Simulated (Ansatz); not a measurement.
**Parameter sweep on WSi₂ (I4/mmm, 3 atoms in the cell)**

```xyz
3
Lattice="-1.6445 1.6445 4.0113 1.6445 -1.6445 4.0113 1.6445 1.6445 -4.0113" Properties=species:S:1:pos:R:3 pbc="T T T"
Si     0.0000     0.0000     5.3350
Si     0.0000     0.0000     2.6876
W      0.0000     0.0000     0.0000
```

Base run A: LDA (PW92), PAW files made with PBE run with Ansatz (a quantum-chemistry and plane-wave program), self-consistent single point.

Its settings: basis.ecutwfc = 420 eV; kpoints.mp_grid.grid = 10 10 10; hamiltonian.xc = lda; hamiltonian.pseudopotentials = {kind: paw} (an earlier, softer set of the program's PAW files); scf.occupations.method = cold; scf.occupations.width = 0.272 eV.

The starting cell has typed, rounded lattice constants, without a prior relaxation at this level. Its lattice was rescaled by a random factor within 2.5 % of one. Spin polarisation is off. In the base run, with a pressure of about -19 GPa the cell is away from its equilibrium volume at this level. Ansatz's pressure includes its estimate of the finite-basis (Pulay) stress.

Run A gave: pressure (GPa) -18.72; largest force (eV/Å) 0.190.

Runs:
- B: hamiltonian.xc: lda → pbe [PBE]
- C: hamiltonian.xc: lda → pbesol [PBEsol]
- D: hamiltonian.xc: lda → rpbe [RPBE]
- E: hamiltonian.xc: lda → revpbe [revPBE]
- F: hamiltonian.xc: lda → blyp [BLYP]
- G: basis.ecutwfc: 420 eV → 500 eV; hamiltonian.xc: lda → r2scan [r2SCAN]

Q: What does run F change against A?

A: The pressure goes from -18.72 to -2.35 GPa and the largest force goes from 0.190 to 0.154 eV/Å.

Q: What does run G change against A?

A: The pressure goes from -18.72 to -15.14 GPa and the largest force hardly changes (0.190 to 0.193 eV/Å).

| run | pressure (GPa) | largest force (eV/Å) |
|---|---|---|
| A | -18.72 | 0.190 |
| B | -10.93 | 0.073 |
| C | -15.61 | 0.120 |
| D | -8.50 | 0.039 |
| E | -9.14 | 0.048 |
| F | -2.35 | 0.154 |
| G | -15.14 | 0.193 |

Keys are those of Ansatz 0.2.
